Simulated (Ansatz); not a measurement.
The reference is Ag2O (space group Pn-3m, No. 224; a = 4.707 Å).

The values are results of PBEsol (Ansatz, an electronic-structure program; PAW; 420 eV plane waves; spin-orbit coupling left out), not measurements.

Before the change:

```
Property                  Value
-------------------  ----------
Lattice parameter a  8.894 bohr
Band gap                   zero
```

Perturbation: cell and atoms relaxed at a pressure of 0.7 GPa.

Question: What happens to the lattice parameter a?

Answer: The lattice parameter a decreases by 0.023 bohr to 8.871 bohr.

Question: Predict the new band gap.

Answer: The band gap remains zero.

Load acts through the strain it causes; cell and atoms are relaxed under it. Stability against distortions was not tested. No Hubbard U is applied, and correlation can decide whether such a compound is a metal. All final runs are without spin polarisation. A zero or small gap of Ag2O can be the functional's error rather than a property of the material.
